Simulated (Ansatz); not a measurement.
# Parameter sweep on a (101) slab of TiAl (cut from a parent of space group no. 221; 10 atoms in the cell)

```
CELL_PARAMETERS angstrom
      3.10435     0.00000     0.00000
      0.00000     4.39022     0.00000
      0.00000     0.00000    24.99180
ATOMIC_POSITIONS crystal
  Ti 0.00000 0.75000 0.32010
  Ti 0.00000 0.25000 0.41005
  Ti 0.00000 0.75000 0.50000
  Ti 0.00000 0.25000 0.58995
  Ti 0.00000 0.75000 0.67990
  Al 0.50000 0.25000 0.32010
  Al 0.50000 0.75000 0.41005
  Al 0.50000 0.25000 0.50000
  Al 0.50000 0.75000 0.58995
  Al 0.50000 0.25000 0.67990
```

Base run A: Ansatz (an electronic-structure program) with PBEsol, default PAW files made with PBE, self-consistent single point.

Its settings: basis.ecutwfc = 420 eV; kpoints.mp_grid.grid = 10 7 1; hamiltonian.xc = pbesol; hamiltonian.pseudopotentials = {kind: paw} (the program's default PAW files); scf.occupations.method = fermi_dirac; scf.occupations.width = 0.1 eV.

The starting cell comes from a database of computed structures (which also holds hypothetical and non-ambient phases and stackings), without a prior relaxation at this level. The slab is cut from that crystal, and its faces are unrelaxed. Its lattice was rescaled in the plane by a random factor within 2.5 % of one. Spin polarisation is off.

ΔF is the free energy per atom less that of run A. 

```json
[
 {"run": "A", "kpoints.mp_grid.grid, kpoints.mp_grid.shift": "10 7 1, default", "ΔF (meV/atom)": "0.00", "largest force (eV/Å)": "0.455", "k-points": "24"},
 {"run": "B", "kpoints.mp_grid.grid, kpoints.mp_grid.shift": "6 4 1, default", "ΔF (meV/atom)": "0.22", "largest force (eV/Å)": "0.441", "k-points": "12"},
 {"run": "C", "kpoints.mp_grid.grid, kpoints.mp_grid.shift": "6 4 1, 0.5 0.5 0", "ΔF (meV/atom)": "-0.68", "largest force (eV/Å)": "0.448", "k-points": "6"},
 {"run": "D", "kpoints.mp_grid.grid, kpoints.mp_grid.shift": "7 5 1, default", "ΔF (meV/atom)": "-0.08", "largest force (eV/Å)": "0.458", "k-points": "12"},
 {"run": "E", "kpoints.mp_grid.grid, kpoints.mp_grid.shift": "7 5 1, 0.5 0.5 0", "ΔF (meV/atom)": "-0.05", "largest force (eV/Å)": "0.446", "k-points": "12"},
 {"run": "F", "kpoints.mp_grid.grid, kpoints.mp_grid.shift": "9 6 1, default", "ΔF (meV/atom)": "0.24", "largest force (eV/Å)": "0.454", "k-points": "20"},
 {"run": "G", "kpoints.mp_grid.grid, kpoints.mp_grid.shift": "9 6 1, 0.5 0.5 0", "ΔF (meV/atom)": "-0.09", "largest force (eV/Å)": "0.457", "k-points": "15"},
 {"run": "H", "kpoints.mp_grid.grid, kpoints.mp_grid.shift": "10 7 1, 0.5 0.5 0", "ΔF (meV/atom)": "0.14", "largest force (eV/Å)": "0.456", "k-points": "20"},
 {"run": "I", "kpoints.mp_grid.grid, kpoints.mp_grid.shift": "10 7 1, 0.5 0 0", "ΔF (meV/atom)": "0.08", "largest force (eV/Å)": "0.456", "k-points": "20"}
]
```

Run B against A: The free energy stays essentially unchanged (within 1 meV/atom) and the largest force goes from 0.455 to 0.441 eV/Å.

Run H against A: The free energy hardly moves (within 1 meV/atom) and the largest force hardly changes (0.455 to 0.456 eV/Å).

Keys are those of Ansatz 0.2.
